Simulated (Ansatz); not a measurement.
## HfTeS (P3m1, No. 156, 3 atoms in the cell; start mp-1224272)

All values below come from PBEsol in Ansatz (plane waves, PAW).

Numerical settings: plane-wave cutoff 520 eV, 18×18×8 k mesh (along the axes of the cell as run), Fermi–Dirac smearing 0.05 eV, scalar-relativistic PAW data made under PBE.

Cell (relaxed at this level):

HfSTe has the trigonal space group P3m1 (No. 156), Pearson symbol hP3. Conventional cell: a = b = 3.7254 Å, c = 6.3941 Å, α = β = 90.00°, γ = 120.00°. Hf on 1b is coordinated by 3 S at 2.521 Å and 3 Te at 2.873 Å (octahedral). Te on 1a is coordinated by 3 Hf at 2.873 Å (trigonal pyramidal). S on 1c is surrounded by 3 Hf at 2.521 Å (trigonal pyramidal). (Neighbours: up to the widest gap in distance over summed covalent radii, below 1.35, at either atom; cation-cation and far metal-metal contacts left out.)

```yaml
band_gap: zero (no gap)
```

Note: the relaxation could not lower the start's symmetry, so the cell can be a saddle point above a distorted one; the cell has widely spaced layers and the level no dispersion term, so their spacing and the moduli can rest on weak binding.

Spin–orbit coupling is not included; it can open a gap where bands touch, and shift volumes and moduli.

A start named mp-… is a Materials Project structure, which need not be a measured phase.

Ansatz is a first-principles code.
